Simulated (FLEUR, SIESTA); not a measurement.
A FLEUR input for a self-consistent single point of InSb (F-43m, 2 atoms in the cell) (DFT, PBE, all-electron FLAPW (FLEUR), scalar-relativistic valence):

Input of the input generator:

```
scf InSb
&input film=f /
0.0000000000 3.3467910000 3.3467910000
3.3467910000 0.0000000000 3.3467910000
3.3467910000 3.3467910000 -0.0000000000
1.8897261246
1.0 1.0 1.0

2
49 0.0000000000 0.0000000000 0.0000000000
51 0.2500000000 0.2500000000 0.2500000000

&comp jspins=1 /
&kpt div1=9 div2=9 div3=9 /
&end /
```

```xml
<?xml version="1.0" encoding="UTF-8" standalone="no"?>
<fleurInput fleurInputVersion="0.39">
   <comment>
      scf InSb                                                                                            
   </comment>
   <calculationSetup>
      <cutoffs Kmax="3.9" Gmax="15.6" GmaxXC="15.6" numbands="0"/>
      <scfLoop itmax="100" minDistance="0.00001" maxIterBroyd="15" imix="Anderson" alpha="0.05" precondParam="0.0" spinf="2.0"/>
      <coreElectrons ctail="T" frcor="F" kcrel="0" coretail_lmax="0"/>
      <xcFunctional name="pbe" relativisticCorrections="F"/>
      <magnetism jspins="1"/>
      <soc l_soc="F" theta="0.0" phi="0.0" spav="F"/>
      <expertModes spex="0" secvar="F"/>
      <geometryOptimization l_f="T" forcealpha="1.0" forcemix="BFGS" epsdisp="0.00001" epsforce="0.00001"/>
      <ldaU l_linMix="F" mixParam="0.05" spinf="1.0"/>
   </calculationSetup>
   <cell>
      <bzIntegration valenceElectrons="28.0" mode="hist" fermiSmearingEnergy="0.00367493">
         <kPointListSelection listName="default-1"/>
         <!-- k-points included here -->
         <xi:include xmlns:xi="http://www.w3.org/2001/XInclude" href="kpts.xml"> </xi:include>
      </bzIntegration>
      <!-- symmetry operations included here -->
      <xi:include xmlns:xi="http://www.w3.org/2001/XInclude" href="sym.xml"> </xi:include>
      <bulkLattice scale="1.0">
         <bravaisMatrix>
            <row-1>    0.0000000000000000     6.3245183862761580     6.3245183862761580</row-1>
            <row-2>    6.3245183862761580     0.0000000000000000     6.3245183862761580</row-2>
            <row-3>    6.3245183862761580     6.3245183862761580     0.0000000000000000</row-3>
         </bravaisMatrix>
      </bulkLattice>
   </cell>
   <atomSpecies>
      <species name="Indium (In)" element="In" atomicNumber="49">
         <mtSphere radius="2.56" gridPoints="883" logIncrement="0.015"/>
         <atomicCutoffs lmax="10" lnonsphr="8"/>
         <electronConfig flipSpins="F">
            <coreConfig>(1s1/2) (2s1/2) (2p1/2) (2p3/2) (3s1/2) (3p1/2) (3p3/2) (4s1/2) (3d3/2) (3d5/2) (4p1/2) (4p3/2)</coreConfig>
            <valenceConfig>(5s1/2) (4d3/2) (4d5/2) (5p1/2) (5p3/2)</valenceConfig>
            <stateOccupation state="(5p1/2)" spinUp="0.1666666666667" spinDown="0.1666666666667"/>
            <stateOccupation state="(5p3/2)" spinUp="0.3333333333333" spinDown="0.3333333333333"/>
         </electronConfig>
         <energyParameters s="5" p="5" d="5" f="4"/>
         <lo type="SCLO" l="2" n="4" eDeriv="0"/>
      </species>
      <species name="Antimony (Sb)" element="Sb" atomicNumber="51">
         <mtSphere radius="2.56" gridPoints="883" logIncrement="0.015"/>
         <atomicCutoffs lmax="10" lnonsphr="8"/>
         <electronConfig flipSpins="F">
            <coreConfig>(1s1/2) (2s1/2) (2p1/2) (2p3/2) (3s1/2) (3p1/2) (3p3/2) (4s1/2) (3d3/2) (3d5/2) (4p1/2) (4p3/2)</coreConfig>
            <valenceConfig>(5s1/2) (4d3/2) (4d5/2) (5p1/2) (5p3/2)</valenceConfig>
            <stateOccupation state="(5p1/2)" spinUp="0.5" spinDown="0.5"/>
            <stateOccupation state="(5p3/2)" spinUp="1.0" spinDown="1.0"/>
         </electronConfig>
         <energyParameters s="5" p="5" d="5" f="4"/>
         <lo type="SCLO" l="2" n="4" eDeriv="0"/>
      </species>
   </atomSpecies>
   <atomGroups>
      <atomGroup species="Indium (In)">
         <relPos label="                   1">.0000000000 .0000000000 .0000000000</relPos>
         <force calculate="T" relaxXYZ="TTT"/>
      </atomGroup>
      <atomGroup species="Antimony (Sb)">
         <relPos label="                   2">1.000/4.000 1.000/4.000 1.000/4.000</relPos>
         <force calculate="T" relaxXYZ="TTT"/>
      </atomGroup>
   </atomGroups>
   <output dos="F" band="F" slice="F">
      <checks vchk="F" cdinf="F"/>
      <bandDOS minEnergy="-.5*Htr" maxEnergy="0.5*Htr" sigma="0.015" storeEVData="T"/>
      <vacuumDOS vacdos="F" integ="F" star="F" nstars="0" locx1="0.0" locy1="0.0" locx2="0.0" locy2="0.0" nstm="0" tworkf="0.0"/>
      <unfoldingBand unfoldBand="F" supercellX="1" supercellY="1" supercellZ="1"/>
      <plotting iplot="0" polar="F">
         <plot TwoD="T" vec1="  1.0  0.0  0.0" vec2="  0.0  1.0  0.0" vec3="  0.0  0.0  1.0" zero="  0.0  0.0  0.0" file="plot"/>
      </plotting>
      <chargeDensitySlicing numkpt="0" minEigenval="0.0" maxEigenval="0.0" nnne="0" pallst="F"/>
      <specialOutput eonly="F"/>
      <magneticCircularDichroism mcd="F" energyLo="-10.0" energyUp="0.0"/>
   </output>
  <!-- We include the file relax.xml here to enable relaxations (see documentation) -->
  <xi:include xmlns:xi="http://www.w3.org/2001/XInclude" href="relax.xml"> <xi:fallback/> </xi:include>
</fleurInput>
```

Problem. Translate this input to SIESTA.

Solution. This is the input that was run; spellings and numerical settings could be chosen otherwise.

```
# files in the folder: In.psml Sb.psml (PseudoDojo PBE standard)
SystemName  InSb
SystemLabel InSb

NumberOfAtoms                2
NumberOfSpecies              2
%block ChemicalSpeciesLabel
  1 49 In
  2 51 Sb
%endblock ChemicalSpeciesLabel
LatticeConstant              1.0 Ang
%block LatticeVectors
     0.000000000    3.346791000    3.346791000
     3.346791000    0.000000000    3.346791000
     3.346791000    3.346791000    0.000000000
%endblock LatticeVectors
AtomicCoordinatesFormat      Fractional
%block AtomicCoordinatesAndAtomicSpecies
     0.000000000    0.000000000    0.000000000  1
     0.250000000    0.250000000    0.250000000  2
%endblock AtomicCoordinatesAndAtomicSpecies

XC.functional                GGA
XC.authors                   PBE
PAO.BasisSize                DZP
PAO.EnergyShift              0.005 Ry
MeshCutoff                   350 Ry
%block kgrid.MonkhorstPack
    9   0   0  0.0
    0   9   0  0.0
    0   0   9  0.0
%endblock kgrid.MonkhorstPack
OccupationFunction           FD
ElectronicTemperature        1160.45 K

MaxSCFIterations             150
SCF.Mixer.Method             Pulay
SCF.Mixer.Weight             0.25
SCF.Mixer.History            6
SCF.DM.Tolerance             1.0E-05
Diag.ParallelOverK           true
WriteForces                  true
```

Basis settings and potentials, where a program has them, do not carry over. This input uses DFT, GGA PBE, numerical atomic orbitals DZP, PseudoDojo PBE standard norm-conserving potentials (rewritten from UPF to PSML).

The starting cell comes from a database of computed structures (which also holds hypothetical and non-ambient phases and stackings), without a prior relaxation at this level. Its lattice was rescaled by a random factor within 2.5 % of one.
